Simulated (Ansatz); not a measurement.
Amorphous In$_{24}$O$_{37}$Mg, 62 atoms at 6.41 g/cm³, one PBE-relaxed geometry, zone centre. Methods: PBE, scalar-relativistic without spin-orbit coupling (Ansatz, a quantum-chemistry and plane-wave program); r2SCAN, scalar-relativistic without spin-orbit coupling (Ansatz); HSE06, scalar-relativistic without spin-orbit coupling (Ansatz). Plane waves to 420 eV (r2SCAN 500 eV); exact exchange is cut at the cell's faces. At PBE the levels at the filled edge of the gap are localised (band-tail or defect states). All rungs ran without spin polarisation.

It comes from a melt-quench run on a machine-learned potential (CHGNet), relaxed afterwards by DFT. O atoms were pushed apart under 1.9 Å during the dynamics, to hinder bonds among them. The hot cell started wider than the set density and was brought back towards it in steps. It is the lowest in DFT energy of 2 quenches. It is a model cell: composition and starting density were chosen by hand, and all elements were melted together. No dispersion term was used. Its density started from a set value of 6.41 and ended at 6.41 g/cm³. Cooling (nominally 280 K/ps over its main leg) ran many orders faster than in experiment, which tends to leave more defects and strain. A cell of this size samples the disorder only roughly. The volume was held where the preparation left it and the shape relaxed, at a PBE pressure of 1.7 GPa. Stress components on the final sampling reach 1.8 GPa.

The relaxation ran on the zone centre alone. At PBE the level gap is 0.60 eV on a 2×2×2 Γ-centred mesh, and the spacing at the zone centre alone 0.60 eV.

Q: What zone-centre spacing does r2SCAN give, roughly?

A: 1.06 eV (+0.46 eV against PBE).

Q: What zone-centre spacing does HSE06 give, roughly?

A: 2.04 eV (+1.43 eV against PBE).

The highest filled and the lowest empty state spread over these numbers of atoms (participation numbers): PBE: 6.8 and 59.4; r2SCAN: 8.5 and 58.7; HSE06: 9.9 and 58.5.
